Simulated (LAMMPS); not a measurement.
Simulation of a free-standing liquid film of Al with 10 % of Al sites Cu, 2352 atoms, at 1170 K.

Computed with classical MD, pair style eam/alloy, file AlCu.eam.alloy (LAMMPS).

```json
{
 "surface_tension": "0.288 ± 0.010 N/m",
 "excess_potential_energy_of_the_surface": "0.54 J/m²",
 "number_density_in_the_middle": "0.0523 Å⁻³",
 "cost": "about 10 core-minutes (a rough figure)"
}
```

Potential: file AlCu.eam.alloy of the LAMMPS distribution; its header cites Cai and Ye, Phys Rev B, 54, 8398-8410 (1996).

Uncertainties are statistical and leave out the potential's own error.

```csv
z (Å),"number density (Å⁻³), Cu","number density (Å⁻³), Al"
-30.13,0.0000,0.0001
-29.12,0.0000,0.0003
-28.12,0.0000,0.0017
-27.11,0.0000,0.0069
-26.11,0.0001,0.0184
-25.10,0.0004,0.0335
-24.10,0.0015,0.0445
-23.10,0.0033,0.0465
-22.09,0.0052,0.0469
-21.09,0.0060,0.0469
-20.08,0.0067,0.0451
-19.08,0.0066,0.0469
-18.08,0.0064,0.0457
-17.07,0.0067,0.0467
-16.07,0.0069,0.0457
-15.06,0.0067,0.0465
-14.06,0.0067,0.0462
-13.05,0.0067,0.0457
-12.05,0.0064,0.0468
-11.05,0.0060,0.0463
-10.04,0.0057,0.0465
-9.040,0.0051,0.0474
-8.030,0.0054,0.0464
-7.030,0.0057,0.0469
-6.030,0.0055,0.0469
-5.020,0.0056,0.0466
-4.020,0.0056,0.0466
-3.010,0.0058,0.0467
-2.010,0.0055,0.0466
-1.000,0.0052,0.0471
0.000,0.0055,0.0469
1.000,0.0061,0.0464
2.010,0.0062,0.0462
3.010,0.0058,0.0470
4.020,0.0055,0.0468
5.020,0.0053,0.0471
6.030,0.0052,0.0465
7.030,0.0049,0.0470
8.030,0.0053,0.0466
9.040,0.0053,0.0467
10.04,0.0050,0.0472
11.05,0.0053,0.0471
12.05,0.0056,0.0466
13.05,0.0057,0.0467
14.06,0.0059,0.0466
15.06,0.0061,0.0465
16.07,0.0059,0.0464
17.07,0.0057,0.0461
18.08,0.0056,0.0469
19.08,0.0058,0.0466
20.08,0.0054,0.0471
21.09,0.0052,0.0462
22.09,0.0034,0.0479
23.10,0.0018,0.0469
24.10,0.0006,0.0417
25.10,0.0002,0.0279
26.11,0.0001,0.0129
27.11,0.0000,0.0037
28.12,0.0000,0.0007
29.12,0.0000,0.0001
30.13,0.0000,0.0000
```
